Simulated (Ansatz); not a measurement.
Start from SrO in the rock salt structure (space group Fm-3m, No. 225; a = 5.122 Å).

Computed with PBEsol (Ansatz, a program for electronic structure), no spin-orbit coupling.

Base values:

| Quantity | Value |
|---|---|
| Valley order | X along ⟨100⟩ 3.20 eV; Γ 3.93 eV |
| Lattice parameter a | 5.122 Å |
| Smallest direct gap | 3.26 eV |

One thing is altered: cell and atoms relaxed at a pressure of 7.5 GPa.

### Question
Predict the new valley order, lattice parameter a and smallest direct gap.

### Answer
The valley order (the lowest conduction-band minima on the path, energy above the VBM, named in the base's zone) goes from X along ⟨100⟩ 3.20 eV; Γ 3.93 eV to X along ⟨100⟩ 3.14 eV; Γ 4.45 eV; the lattice parameter a drops by 0.1156 Å (5.122 Å → 5.007 Å); the smallest direct gap decreases by 0.117 eV, from 3.26 eV to 3.15 eV.

Load acts through the strain it causes; cell and atoms are relaxed under it. Stability against distortions was not tested. Competing high-pressure phases were not computed.
